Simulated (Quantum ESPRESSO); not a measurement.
Worked example: self-consistent single point of TlBr (Fm-3m, 2 atoms in the cell) in Quantum ESPRESSO.

Level of theory: LDA (PW92), PseudoDojo standard norm-conserving (LDA) pseudopotentials (plane waves; Quantum ESPRESSO).

The change in words: lattice scaled by 0.98. Reference geometry:
```xyz
2
Lattice="0.0000 3.3420 3.3420 3.3420 0.0000 3.3420 3.3420 3.3420 0.0000" Properties=species:S:1:pos:R:3 pbc="T T T"
Tl     0.0000     0.0000     0.0000
Br     3.3420     3.3420     3.3420
```

Reference input (self-consistent single point, DFT, LDA (PW92), plane waves, PseudoDojo standard norm-conserving (LDA) pseudopotentials): ecutwfc = 65 Ry; occupations = fixed; potentials = {Tl: Tl.upf, Br: Br.upf}; K_POINTS = automatic 6 6 6 0 0 0; nbnd = 16; conv_thr = 1e-11 Ry. This run's input differs from it in these lines:

```diff
@@ -23,8 +23,8 @@
 CELL_PARAMETERS angstrom
-   0.0000000000     3.3420400000     3.3420400000
-   3.3420400000     0.0000000000     3.3420400000
-   3.3420400000     3.3420400000     0.0000000000
+   0.0000000000     3.2751990000     3.2751990000
+   3.2751990000     0.0000000000     3.2751990000
+   3.2751990000     3.2751990000     0.0000000000
 ATOMIC_POSITIONS angstrom
 Tl    0.0000000000    0.0000000000    0.0000000000
-Br    3.3420400000    3.3420400000    3.3420400000
+Br    3.2751990000    3.2751990000    3.2751990000
 K_POINTS automatic
```

The program printed (abridged):

```
     Self-consistent Calculation

     iteration #  1     ecut=    65.00 Ry     beta= 0.70

     Threshold (ethr) on eigenvalues was too large:
     Diagonalizing with lowered threshold

     total energy              =    -153.00602781 Ry
     estimated scf accuracy    <       0.03933880 Ry

     iteration #  2     ecut=    65.00 Ry     beta= 0.70

     total energy              =    -153.01709552 Ry
     estimated scf accuracy    <       0.01910045 Ry

     iteration #  3     ecut=    65.00 Ry     beta= 0.70

     total energy              =    -153.02133171 Ry
     estimated scf accuracy    <       0.00016170 Ry

   [... 4 blocks of this kind left out ...]

     iteration #  8     ecut=    65.00 Ry     beta= 0.70

     total energy              =    -153.02136448 Ry
     estimated scf accuracy    <          6.0E-11 Ry

     iteration #  9     ecut=    65.00 Ry     beta= 0.70
     End of self-consistent calculation

     highest occupied, lowest unoccupied level (ev):     4.2252    5.9693

!    total energy              =    -153.02136448 Ry
     estimated scf accuracy    <          8.4E-12 Ry

     convergence has been achieved in   9 iterations

     Forces acting on atoms (cartesian axes, Ry/au):

     atom    1 type  1   force =     0.00000000    0.00000000    0.00000000
     atom    2 type  2   force =     0.00000000    0.00000000    0.00000000

     Total force =     0.000000     Total SCF correction =     0.000000

          total   stress  (Ry/bohr**3)                   (kbar)     P=      -13.94
  -0.00009479   0.00000000  -0.00000000          -13.94        0.00       -0.00
   0.00000000  -0.00009479   0.00000000            0.00      -13.94        0.00
  -0.00000000  -0.00000000  -0.00009479           -0.00       -0.00      -13.94

   JOB DONE.
```

The run converged in 9 iterations. Against the reference run the free energy goes down by 26.2 meV/atom, the pressure goes from -2.38 to -1.39 GPa and the gap on the mesh goes from 1.961 to 1.744 eV.

The starting cell comes from a database of computed structures (which also holds hypothetical and non-ambient phases and stackings), without a prior relaxation at this level. For this run, on top of that: lattice scaled by 0.98. Spin-orbit coupling is off.
